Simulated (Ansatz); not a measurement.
The parent structure is CsPbCl₃ in the cubic perovskite structure (space group Pm-3m, No. 221; a = 5.521 Å).

Structures relaxed with Ansatz (a program for electronic structure), LDA, PAW, cutoff 420 eV, without spin-orbit coupling.

Base:

Simulated powder pattern, Mo Kα, λ = 0.71073 Å (kinematic, ideal powder, no thermal factors, no anomalous dispersion; the 8 strongest lines at most, above 2 %, up to 2θ = 40°):

```csv
2θ (°),I/Imax (%),hkl
10.45,100,(110)
14.79,48,(200)
18.14,53,(211)
20.98,37,(220)
23.49,26,(310)
27.87,32,(321)
33.46,19,(420)
38.32,18,(510)
```

After one change:

Simulated powder pattern, Mo Kα, λ = 0.71073 Å (kinematic, ideal powder, no thermal factors, no anomalous dispersion; the 8 strongest lines at most, above 2 %, up to 2θ = 40°):

```
2θ (°)  I/Imax (%)
------  ----------
11.06          100
15.66           48
19.21           52
22.22           36
24.88           26
29.54           31
33.60           16
35.48           18
```

Problem. Which of these changes matches the shifts?
A) pressure 3 GPa
B) pressure 7.5 GPa
C) pressure 5 GPa
D) pressure 0.3 GPa

Solution. B, pressure 7.5 GPa. Its volume per atom is 28.38 Å³ against 33.65 Å³, and its space group is Pm-3m (No. 221).

Load acts through the strain it causes; cell and atoms are relaxed under it. Stability against distortions was not tested. No other phases were tried under pressure. Many cubic perovskites are stable only at high temperature; tilts and polar distortions were not tested. This is not the structure that CsPbCl3 has at room temperature and ambient pressure.
